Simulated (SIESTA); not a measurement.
## Worked example: self-consistent single point of a (001) slab of NaCl (cut from a parent of space group no. 225; 8 atoms in the cell) in SIESTA

Level of theory: GGA PBE, numerical atomic orbitals DZP, PseudoDojo PBE standard norm-conserving potentials (rewritten from UPF to PSML) run with SIESTA 5.4.2.

The input file:

```
# files in the folder: Cl.psml Na.psml (PseudoDojo PBE standard)
SystemName  NaCl
SystemLabel nacl

NumberOfAtoms                8
NumberOfSpecies              2
%block ChemicalSpeciesLabel
  1 17 Cl
  2 11 Na
%endblock ChemicalSpeciesLabel
LatticeConstant              1.0 Ang
%block LatticeVectors
     4.000046000    0.000000000    0.000000000
    -4.000046000    4.000046000    0.000000000
     0.000000000    0.000000000   22.485405000
%endblock LatticeVectors
AtomicCoordinatesFormat      ScaledCartesian
%block AtomicCoordinatesAndAtomicSpecies
    -2.000023000    2.000023000    9.828505438  1
     0.000000000    0.000000000    6.999998887  1
    -2.000023000    2.000023000   15.485406113  1
     0.000000000    0.000000000   12.656899562  1
     0.000000000    0.000000000    9.828505438  2
    -2.000023000    2.000023000    6.999998887  2
     0.000000000    0.000000000   15.485406113  2
    -2.000023000    2.000023000   12.656899562  2
%endblock AtomicCoordinatesAndAtomicSpecies

XC.functional                GGA
XC.authors                   PBE
PAO.BasisSize                DZP
PAO.EnergyShift              0.01 Ry
MeshCutoff                   350 Ry
%block kgrid.MonkhorstPack
    8   0   0  0.0
    0   8   0  0.0
    0   0   1  0.0
%endblock kgrid.MonkhorstPack
OccupationFunction           FD
ElectronicTemperature        116.05 K

MaxSCFIterations             150
SCF.Mixer.Method             Broyden
SCF.Mixer.Weight             0.2
SCF.Mixer.History            8
SCF.DM.Tolerance             1.0E-05
Diag.ParallelOverK           true
WriteForces                  true
```

The program printed (abridged):

```
reinit: Reading from file input.fdf

reinit: System Name: NaCl
reinit: System Label: nacl

coor:   Atomic-coordinates input format  =     Cartesian coordinates
coor:                                          (in units of alat)

siesta: Atomic coordinates (Bohr) and species
siesta:     -3.77950   3.77950  18.57318  1        1
siesta:      0.00000   0.00000  13.22808  1        2
siesta:     -3.77950   3.77950  29.26318  1        3
siesta:      0.00000   0.00000  23.91807  1        4
siesta:      0.00000   0.00000  18.57318  2        5
siesta:     -3.77950   3.77950  13.22808  2        6
siesta:      0.00000   0.00000  29.26318  2        7
siesta:     -3.77950   3.77950  23.91807  2        8

siesta: System type = slab

initatomlists: Number of atoms, orbitals, and projectors:      8    88   104

siesta: ******************** Simulation parameters ****************************
redata: Spin configuration                          = none
redata: Time-Reversal Symmetry                      = T
redata: Number of Atomic Species                    =        2
redata: Mesh Cutoff                                 =   350.0000 Ry
redata: Net charge of the system                    =     0.0000 |e|
redata: Min. number of SCF Iter                     =        0
redata: Max. number of SCF Iter                     =      150
redata: SCF convergence failure will abort job
redata: SCF mix quantity                            = Hamiltonian
redata: Mix DM or H after convergence               =   F
redata: Recompute H after scf cycle                 =   F
redata: Mix DM in first SCF step                    =   T
redata: No kicks to SCF
redata: DM Mixing Weight for Kicks                  =     0.5000
redata: Require Harris convergence for SCF          =   F
redata: Harris energy tolerance for SCF             =     0.000100 eV
redata: Require DM convergence for SCF              =   T
   [... lines left out ...]
diag: Parallel distribution                         =     1 x     1
diag: Used triangular part                          = Lower
diag: Absolute tolerance                            =  0.100E-15
diag: Orthogonalization factor                      =  0.100E-05
diag: Memory factor                                 =  1.0000

superc: Internal auxiliary supercell:     7 x     5 x     1  =      35
superc: Number of atoms, orbitals, and projectors:    280   3080   3640

                        Single-point calculation

superc: Internal auxiliary supercell:     7 x     5 x     1  =      35
superc: Number of atoms, orbitals, and projectors:    280   3080   3640

outcell: Unit cell vectors (Ang):
        4.000046    0.000000    0.000000
       -4.000046    4.000046    0.000000
        0.000000    0.000000   22.485405

outcell: Cell vector modules (Ang)   :    4.000046    5.656919   22.485405
outcell: Cell angles (23,13,12) (deg):     90.0000     90.0000    135.0000
outcell: Cell volume (Ang**3)        :    359.7748
new_DM -- step:     1
Initializing Density Matrix...

Attempting to read DM from file... Failed...
DM filled with atomic data:

InitMesh: MESH = 48 x 60 x 300 = 864000
InitMesh: Mesh cutoff (required, used) =   350.000   422.847 Ry

stepf: Fermi-Dirac step function
        iscf     Eharris(eV)        E_KS(eV)     FreeEng(eV)     dDmax    Ef(eV) dHmax(eV)
   scf:    1    -6782.791567    -6770.400254    -6770.400254  0.520232 -4.369980  2.383672
   scf:    2    -6770.704066    -6770.560985    -6770.560985  0.024259 -4.540003  1.806770
   scf:    3    -6770.737253    -6770.670603    -6770.670603  0.040296 -4.917086  0.720364
   scf:    4    -6770.686849    -6770.679841    -6770.679841  0.018318 -5.162468  0.091089
   scf:    5    -6770.680387    -6770.680220    -6770.680220  0.002639 -5.186626  0.045233
   scf:    6    -6770.680626    -6770.680490    -6770.680490  0.003804 -5.203276  0.012217
   [... 5 lines left out ...]
   scf:   12    -6770.680502    -6770.680502    -6770.680502  0.000054 -5.197112  0.000401
   scf:   13    -6770.680502    -6770.680502    -6770.680502  0.000035 -5.196984  0.000258
   scf:   14    -6770.680502    -6770.680502    -6770.680502  0.000022 -5.196904  0.000190
   scf:   15    -6770.680502    -6770.680502    -6770.680502  0.000015 -5.196854  0.000137
   scf:   16    -6770.680502    -6770.680502    -6770.680502  0.000008 -5.196825  0.000102
SCF Convergence by DM+H criterion
max |DM_out - DM_in|         :     0.0000082257
max |H_out - H_in|      (eV) :     0.0001016951
SCF cycle converged after 16 iterations

Using DM_out to compute the final energy and forces

siesta: E_KS(eV) =            -6770.6805

siesta: E_KS - E_eggbox =     -6770.6805

siesta: Atomic forces (eV/Ang):
     1   -0.000000    0.000000   -0.009531
     2   -0.000000   -0.000000   -0.176295
     3   -0.000000    0.000000    0.176295
     4   -0.000000    0.000000    0.009531
     5    0.000000   -0.000000   -0.064460
     6   -0.000000   -0.000000    0.182550
     7   -0.000000    0.000000   -0.182550
     8    0.000000   -0.000000    0.064460
   Tot   -0.000000    0.000000    0.000000
   Max    0.182550
   Res    0.075636    sqrt( Sum f_i^2 / 3N )
   Max    0.182550    constrained

Stress tensor Voigt[x,y,z,yz,xz,xy] (kbar):        5.95        6.00        0.66        0.00        0.00        0.02
(Free)E + p*V (eV/cell)    -6771.6248
Target enthalpy (eV/cell)    -6770.6805

siesta: Program's energy decomposition (eV):
siesta: Ebs     =     -1448.055301
siesta: Eions   =      9106.442209
siesta: Ena     =      1268.339376
siesta: Ekin    =      3646.387634
siesta: Enl     =     -1367.206880
siesta: Eso     =         0.000000
siesta: Edftu   =         0.000000
siesta: DEna    =        29.963057
siesta: DUscf   =         0.875212
siesta: DUext   =         0.000000
siesta: Ex      =     -1165.755392
siesta: Ec      =       -76.841302
siesta: Exc     =     -1242.596693
siesta: Eharris =     -6770.680502
siesta: Etot    =     -6770.680502
siesta: FreeEng =     -6770.680502

siesta: Atomic forces (eV/Ang):
siesta:      1   -0.000000    0.000000   -0.009531
siesta:      2   -0.000000   -0.000000   -0.176295
siesta:      3   -0.000000    0.000000    0.176295
siesta:      4   -0.000000    0.000000    0.009531
siesta:      5    0.000000   -0.000000   -0.064460
siesta:      6   -0.000000   -0.000000    0.182550
siesta:      7   -0.000000    0.000000   -0.182550
siesta:      8    0.000000   -0.000000    0.064460
siesta: ----------------------------------------
siesta:    Tot   -0.000000    0.000000    0.000000

siesta: Stress tensor (static) (eV/Ang**3):
siesta:     0.003717    0.000011    0.000000
siesta:     0.000011    0.003744    0.000000
siesta:     0.000000    0.000000    0.000413

siesta: Cell volume =        359.774755 Ang**3

siesta: Pressure (static):
siesta:                Solid            Molecule  Units
siesta:          -0.00002859         -0.00003016  Ry/Bohr**3
siesta:          -0.00262470         -0.00276943  eV/Ang**3
siesta:          -4.20523258         -4.43710839  kBar

siesta: Electric dipole (a.u.)  =    0.000000   -0.000000    0.000000
siesta: Electric dipole (Debye) =    0.000000   -0.000000    0.000000
```

The run converged in 16 iterations.

The starting cell has typed, rounded lattice constants, without a prior relaxation at this level. The slab is cut from that crystal, and its faces are unrelaxed. Its lattice was rescaled by up to half a per cent. Spin polarisation is off, though cut faces can carry moments; a gap of a slab can lie between surface states. Values carry the incompleteness of an atom-centred basis.

Cost on one core of a shared machine: roughly 80 s.
